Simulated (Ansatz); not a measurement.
Start from Ba in the bcc (W type) structure (space group Im-3m, No. 229; relaxed with 0.1 eV smearing).

```yaml
crystal:
  lattice:
    - [-2.44095, 2.44095, 2.44095]
    - [2.44095, -2.44095, 2.44095]
    - [2.44095, 2.44095, -2.44095]
  atoms:
    - { symbol: Ba, position: [0.00000, 0.00000, 0.00000] }
```

Cartesian axes are those of the cell as printed.

Level of theory: PBEsol/PAW in Ansatz (a first-principles code), spin-orbit coupling left out.

For the base:

```
Item                            Result
-----------------------------  -------
Shortest interatomic distance  4.228 Å
```

The change: tensile biaxial strain of 1.00 % in the plane normal to [001], as in epitaxy on a mismatched substrate; the out-of-plane cell vector and the atoms relax.

Question: What happens to the energy relative to the base, out-of-plane strain and shortest interatomic distance?

Answer: The energy goes up by 0.4 meV/atom; the out-of-plane strain comes out as -1.08 %; the shortest interatomic distance increases by 0.013 Å, from 4.228 Å to 4.241 Å.

Stability against distortions was not tested.
